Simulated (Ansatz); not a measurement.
Base system: SnTe in the rock salt structure (space group Fm-3m, No. 225; a = 6.370 Å). Axes: x, y, z lie along the cube axes.

All numbers come from r2SCAN (Ansatz, a program for electronic structure, PAW, scalar-relativistic without spin-orbit coupling).

A first run, uniaxial strain ε_zz = +0.88 %, gives secant values C11 ≈ 120 GPa and C12 ≈ 3.0 GPa from its stress. A second run applies isotropic strain +1.05 %.

**Question.** What does linear elasticity predict for the bulk modulus −ΔP/(ΔV/V₀) in the second run, and what does the run give?

**Answer.** Linear elasticity: (C11 + 2 C12)/3 = 42 GPa. The run gives 41 GPa; any difference comes from nonlinear terms at these strains and numerical noise.

No phonon test of stability was made.
